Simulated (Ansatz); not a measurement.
SnI2 (within 0.1 Å of C2/m, No. 12; cell taken from a computed entry), treated with HSE06+SOC in Ansatz (plane waves, PAW).

Numerical settings: plane-wave cutoff 460 eV, 6×4×2 k mesh (along the axes of the cell as run), Fermi–Dirac smearing 0.01 eV, PAW data made under PBE.

Cell (relaxed with PBEsol):

```
SnI2
1.0
    4.38938    -0.00070     0.00591
   -2.19365     7.08965    -0.03706
   -0.01679    -0.39657    10.78913
Sn I
3 6
Direct
  0.00000   0.00000   0.00000
  0.26212   0.52485   0.30491
  0.73788   0.47515   0.69509
  0.08148   0.16268   0.73206
  0.91852   0.83732   0.26794
  0.36046   0.72083   0.56001
  0.63954   0.27917   0.43999
  0.35178   0.70364   0.91969
  0.64822   0.29636   0.08031
```

Question: Give the computed band gap, smallest direct gap on the k points sampled and direct gap at Γ.

Answer: 
* **band gap**: 2.04 eV (on the SCF k mesh) (indirect)
* **smallest direct gap on the k points sampled**: 2.38 eV
* **direct gap at Γ**: 2.44 eV

Note: cell and atoms aren't relaxed at this level (largest force component 0.04 eV/Å, pressure 1.4 GPa); this cell isn't known to be the ambient phase, and symmetry holds it in the calculation.

The computed numbers hold no vibrational or temperature effects.

Cost on a shared machine: around 2.6 core-hours (rough).

Ansatz is a program for electronic structure.
